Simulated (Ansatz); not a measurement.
Start from Mg in the hcp (Mg type) structure (space group P6_3/mmc, No. 194; a = 3.186 Å, c = 5.224 Å).

Levels (all Ansatz, a quantum-chemistry and plane-wave program, PAW): PBE (420 eV, scalar-relativistic without spin-orbit coupling); r2SCAN (500 eV, no spin-orbit coupling).

The geometry is relaxed with PBE.

| Item | Value |
|---|---|
| PBE pressure | 0.0 GPa |

With r2SCAN at the same geometry, the pressure goes from zero to -0.6 GPa.

Single points use the geometry relaxed with PBE. Their cutoffs differ, which shifts pressures a little. Stability against distortions was not tested.
